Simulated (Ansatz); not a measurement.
The parent structure is TiO₂ in the anatase structure (space group I4_1/amd, No. 141).

```
CELL_PARAMETERS angstrom
     -1.89941     1.89941     4.85035
      1.89941    -1.89941     4.85035
      1.89941     1.89941    -4.85035
ATOMIC_POSITIONS crystal
  Ti 0.75000 0.25000 0.50000
  Ti 0.00000 0.00000 0.00000
  O  0.54355 0.04355 0.50000
  O  0.79355 0.79355 0.00000
  O  0.20645 0.20645 0.00000
  O  0.95645 0.45645 0.50000
```

Cartesian axes are those of the cell as printed.

Method: PBE (Ansatz, a quantum-chemistry and plane-wave program; PAW; 420 eV plane waves; scalar-relativistic without spin-orbit coupling).

Strains are applied to the cell and any free atomic positions relax.

One change was made to it. Results:

```json
[
 {"quantity": "energy relative to the base (free energy F)", "base": "0 meV/atom", "after": "+1.0 meV/atom"},
 {"quantity": "band gap", "base": "2.13 eV", "after": "2.10 eV"},
 {"quantity": "width of the top valence band", "base": "0.84 eV", "after": "0.86 eV"},
 {"quantity": "largest internal atomic displacement", "base": "–", "after": "0.014 Å"}
]
```

### Question
Name the change that was made.
(A) uniaxial strain ε_zz = −2.40 %
(B) uniaxial strain ε_zz = −1.80 %
(C) uniaxial strain ε_zz = −1.20 %
(D) uniaxial strain ε_zz = −3.00 %

### Answer
C, uniaxial strain ε_zz = −1.20 %. For comparison, the energy relative to the base in the other runs: uniaxial strain ε_zz = −2.40 % gives +4.0 meV/atom; uniaxial strain ε_zz = −1.80 % gives +2.3 meV/atom; uniaxial strain ε_zz = −3.00 % gives +6.3 meV/atom.

Whether these cells are dynamically stable was not tested. All final runs are without spin polarisation.
